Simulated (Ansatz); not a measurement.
Take GaCuSe2 in the chalcopyrite structure (space group I-42d, No. 122; a = 5.608 Å, c = 11.098 Å) as the base. Axes: x, y, z lie along a, b, c of the conventional cell.

Calculations: r2SCAN (Ansatz, a program for electronic structure), no spin-orbit coupling.

For the base:

The electron mass comes out as 0.071 mₑ along c, 0.079 mₑ across (at Γ) and the band gap is 0.57 eV.

Now apply this change: tensile biaxial strain of 2.13 % in the plane normal to [001], as in epitaxy on a mismatched substrate; the out-of-plane cell vector and the atoms relax.

### Question
What happens to the energy relative to the base?

### Answer
The energy goes up by 5.1 meV/atom.

### Question
Estimate the effect on the electron mass.

### Answer
The electron mass goes from 0.071 mₑ along c, 0.079 mₑ across (at Γ) to 0.065 mₑ out of plane, 0.079 mₑ in plane (at Γ).

### Question
Estimate the effect on the band gap.

### Answer
The band gap decreases by 0.09 eV, from 0.57 eV to 0.48 eV.

Masses are band curvatures over ±0.01 Å⁻¹ around the edge. Whether these cells are dynamically stable was not tested. All final runs are without spin polarisation.
